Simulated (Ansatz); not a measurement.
Start from Si in the diamond structure (space group Fd-3m, No. 227; a = 5.434 Å). Axes: x, y, z lie along the cube axes.

Method: PBEsol (Ansatz, a program for electronic structure, PAW, no spin-orbit coupling).

Before the change:

- Band gap = 0.47 eV
- Smallest direct gap = 2.52 eV

It is then changed as follows: tensile biaxial strain of 2.08 % in the plane normal to [111], as in epitaxy on a mismatched substrate; the out-of-plane cell vector and the atoms relax.

Estimate the effect on the band gap.

The band gap falls by 0.144 eV (0.47 eV → 0.32 eV).

How does this affect the smallest direct gap?

The smallest direct gap drops by 0.28 eV, from 2.52 eV to 2.24 eV.

Stability against distortions was not tested.
